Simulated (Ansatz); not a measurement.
# Ge (I4₁/amd, No. 141, 2 atoms in the cell; start mp-78; high-pressure phase)

Method: LDA in Ansatz (plane waves, PAW).

Settings: plane-wave cutoff 520 eV, 22×22×22 k mesh, Fermi–Dirac smearing 0.05 eV, scalar-relativistic PAW data made under PBE.

Cell (relaxed at this level):

```yaml
crystal:
  lattice:
    - [-2.53823, 2.53823, 1.39004]
    - [2.53823, -2.53823, 1.39004]
    - [2.53823, 2.53823, -1.39004]
  atoms:
    - { symbol: Ge, position: [0.25000, 0.75000, 0.50000] }
    - { symbol: Ge, position: [0.50000, 0.50000, 0.00000] }
```

```json
{
  "band_gap": "zero (no gap)",
  "bulk_modulus": "83.1 GPa"
}
```

Note: the relaxation could not lower the start's symmetry, so the cell can be a saddle point above a distorted one; the bulk modulus is −V dP/dV from two relaxed cells at ±2 % in volume.

Spin–orbit coupling is not included.

A start named mp-… is a Materials Project structure, which need not be a measured phase.

Ansatz is a quantum-chemistry and plane-wave program.
